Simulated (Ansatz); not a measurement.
BP (I-4m2), r2SCAN with spin-orbit coupling, rigid bands (Ansatz, an electronic-structure program): Condition of this run: biaxial stress in (001) of 8 GPa (compression positive) (the target of the relaxation). band gap 1.11 eV, N_c = 2.69e19 cm⁻³ and N_v = 1.14e19 cm⁻³ at 300 K, conductivity masses along x (a = (0.00, 2.22, 2.28) Å; b = (2.22, 0.00, 2.28) Å; c = (2.22, 2.22, 0.00) Å) of 0.397 mₑ (electrons) and 0.377 mₑ (holes). Take k_BT = 0.02585 eV.

Problem. What built-in voltage has an abrupt junction with N_A = 1e17 and N_D = 1e18 cm⁻³, all dopants ionised?

Solution. V_bi = E_g/e − (k_BT/e) ln(N_c N_v/(N_A N_D)) = 1.11 − 0.02585 × 8.03 = 0.90 V. It follows the computed gap one for one.

Problem. Find the intrinsic carrier density and the intrinsic Fermi level.

Solution. n_i = √(N_c N_v) exp(−E_g/2k_BT) = 1.75e19 × exp(−21.47) = 8.3e9 cm⁻³. The level lies (k_BT/2) ln(N_v/N_c) = -11 meV from mid-gap (positive towards the conduction band). Each 0.1 eV added to the gap lowers n_i by a factor of 6.9.

Problem. A film of it is 8 nm thick, with its normal along the direction named. Estimate the confinement energies in an infinite well.

Solution. ħ²π²/(2m t²) = 0.376 eV·nm²/(m/mₑ × t²) gives 14.8 meV for electrons and 15.6 meV for holes, so the gap would widen to about 1.14 eV. Finite barriers and nonparabolic bands lower this, and with several valleys or bands the heaviest mass along the normal sets the lowest level, not this average.

Rigid, parabolic bands with the computed gap; masses take one relaxation time for all states. Geometry: cell and atoms relaxed with PBEsol.
